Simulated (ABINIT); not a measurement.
Band structure of CaC₂ (Pnnm, 6 atoms in the cell).

```xyz
6
Lattice="4.4072 0.0000 0.0000 0.0000 5.9043 0.0000 0.0000 0.0000 3.8973" Properties=species:S:1:pos:R:3 pbc="T T T"
Ca     0.0000     0.0000     0.0000
Ca     2.2036     2.9522     1.9487
C      3.9077     3.3328     0.0000
C      0.4995     2.5715     0.0000
C      1.7041     5.5237     1.9487
C      2.7031     0.3807     1.9487
```

Level of theory: LDA (PW92), norm-conserving pseudopotentials (PseudoDojo nc-sr-04 LDA standard) (plane waves; ABINIT 10.0.3).

Settings: pseudos = [Ca.upf, C.upf]; ecut = 82 Ry; occopt = 1; ngkpt = 4 3 5; nshiftk = 1; shiftk = 0 0 0; potentials = PseudoDojo nc-sr-04 LDA standard; kptopt = 1; nstep = 100; tolvrs1 = 1e-12; ndtset = 2; getden2 = 1; iscf2 = -2.

The starting cell comes from a database of computed structures (which also holds hypothetical and non-ambient phases and stackings), without a prior relaxation at this level.

Predict the gap along the standard path and the places of the band edges.

The gap along the path is 2.73 eV, from Y to Γ; the smallest direct gap on it is 3.07 eV.

Levels in eV from the top of the valence band on the SCF mesh, bands 15 to 21:
```tsv
point	15	16	17	18	19	20	21
Γ	-0.88	-0.85	-0.58	-0.33	2.73	3.36	3.97
X	-1.26	-1.26	-0.37	-0.37	4.24	4.24	4.48
S	-1.02	-1.02	-0.64	-0.64	2.96	2.96	4.40
Y	-1.05	-1.05	0.00	0.00	5.03	5.03	5.47
Z	-0.67	-0.67	-0.50	-0.50	3.64	3.64	4.24
U	-1.19	-1.19	-0.51	-0.51	5.02	5.02	5.52
R	-1.60	-1.60	-0.14	-0.14	3.85	3.85	4.98
T	-1.09	-1.09	-0.13	-0.13	6.01	6.01	6.04
```
